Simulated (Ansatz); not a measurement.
SnO (Pmn2₁, No. 31, 4 atoms in the cell; start mp-545552; a measured phase of this formula has another space group) was calculated with PBEsol (Ansatz, a program for electronic structure, plane waves, PAW).

The input as run:

Ansatz 0.2 input:
```yaml
crystal:
  lattice:
    - [3.3395541993, 0.0, 0.0]
    - [0.0, 5.7527203459, 0.0]
    - [0.0, 0.0, 3.9010343393]
  atoms:
    - { symbol: Sn, position: [0.0, 0.2336768417, 0.527031494] }
    - { symbol: Sn, position: [0.5, 0.7663231583, 0.027031494] }
    - { symbol: O, position: [0.0, 0.8850259492, 0.722968506] }
    - { symbol: O, position: [0.5, 0.1149740508, 0.222968506] }
basis:
  ecutwfc: 520
  ecutrho_ratio: 4
  xc_grid: 2
kpoints:
  mp_grid: { grid: [10, 6, 8] }
hamiltonian:
  xc: pbesol
  dispersion: none
  pseudopotentials: { kind: paw }
scf:
  occupations: { method: fermi_dirac, width: 0.01 }
output:
  forces: true
  stress: true
  eigenvalues: true
relax:
  f_tol: 0.004
  escape_saddle: false
  max_steps: 80
  cell: { stress_tol: 0.02, fix: [volume] }
```

The run printed, among other lines:

```
Relaxation: its limit of steps is 80 (relax.max_steps)
Crystal: 4 atoms, lattice volume = 74.945 Å³
Basis set: ecut = 520 eV, 2031 PW (Γ), exchange–correlation on 50×90×60 points (8 copies of the dense FFT grid, shifted against one another)
Bands: 24, of which v1, the nominal top of the filled ones, is band 20 counted from 1 (19 counted from 0)
Symmetry: 4 space group operations
Space group: Pmn21 (ITA 31), of the structure as read, at distance tolerance 4.2e-5 Å
k-points: 120 of 480 (time reversal used)
Functional: x = pbesol(κ = 0.804, μ = 0.12345679012345678), c = pbesol(β = 0.046)
SCF iter   1: F=—  HF=-13021.087796 eV  |F-HF|=—  |Δ(HF+E_count)|=         —  Δρ=1.47e-2  dr2=1.61e-1
SCF iter   2: F=—  HF=-13021.054622 eV  |F-HF|=—  |Δ(HF+E_count)|=   3.32e-2  Δρ=2.20e-3  dr2=3.55e-3
  ...
SCF 1 converged in 6 iterations: F = -13021.054127 eV  dr2 = 3.98e-8
Crystal: 4 atoms, lattice volume = 74.945 Å³
Basis set: ecut = 520 eV, 2023 PW (Γ), exchange–correlation on 50×90×60 points (8 copies of the dense FFT grid, shifted against one another)
Initial density: handed on by an earlier stage of this run
  ...
Basis set: ecut = 520 eV, 2027 PW (Γ), exchange–correlation on 50×90×60 points (8 copies of the dense FFT grid, shifted against one another)
SCF 6 converged in 6 iterations: F = -13021.060809 eV  dr2 = 1.03e-10
Crystal: 4 atoms, lattice volume = 74.945 Å³
Basis set: ecut = 520 eV, 2019 PW (Γ), exchange–correlation on 50×90×60 points (8 copies of the dense FFT grid, shifted against one another)
SCF 7 converged in 6 iterations: F = -13021.060804 eV  dr2 = 1.84e-11
Crystal: 4 atoms, lattice volume = 74.945 Å³
SCF 8 converged in 7 iterations: F = -13021.060825 eV  dr2 = 2.04e-13
Crystal: 4 atoms, lattice volume = 74.945 Å³
SCF 9 converged in 7 iterations: F = -13021.060830 eV  dr2 = 2.41e-13
Crystal: 4 atoms, lattice volume = 74.945 Å³
SCF iter   8: F=-13021.060827 eV  HF=-13021.060827 eV  |F-HF|=1.82e-12  |Δ(HF+E_count)|=  7.28e-12  Δρ=1.30e-9  dr2=1.48e-15
SCF iter   9: F=-13021.060827 eV  HF=-13021.060827 eV  |F-HF|=5.46e-12  |Δ(HF+E_count)|=    0.00e0  Δρ=3.41e-10  dr2=1.20e-16
SCF 10 converged in 9 iterations: F = -13021.060827 eV  dr2 = 1.20e-16
SCF converged after 9 iterations
Free energy (F): -13021.060827 eV
Internal energy: -13021.060827 eV  (E = F + TS)
E sigma→0 (E₀):  -13021.060827 eV
Fermi energy:    8.702350 eV
--- Forces (eV/Å), atoms counted from 1 ---
  atom   1  Sn     0.00000000    -0.00164459    -0.00061828
  atom   2  Sn    -0.00000000     0.00164459    -0.00061828
  atom   3  O     -0.00000000    -0.00032260     0.00061828
  atom   4  O     -0.00000000     0.00032260     0.00061828
--- Stress (GPa, compression-positive) ---
       -0.251997      -0.000000      -0.000000
       -0.000000      -0.255131       0.000000
       -0.000000       0.000000      -0.252922
  P = ⅓ Tr σ = -0.2534 GPa (-2.534 kbar)
```

The cell is one volume of an energy–volume scan, off the minimum.

The PAW data were made under PBE.

Note: the relaxation could not lower the start's symmetry, so the cell can be a saddle point above a distorted one. Note: the cell has widely spaced layers and the level no dispersion term, so their spacing and the moduli can rest on weak binding.

Computing time: very roughly 4 core-minutes.

A start named mp-… is a Materials Project structure, which need not be a measured phase.
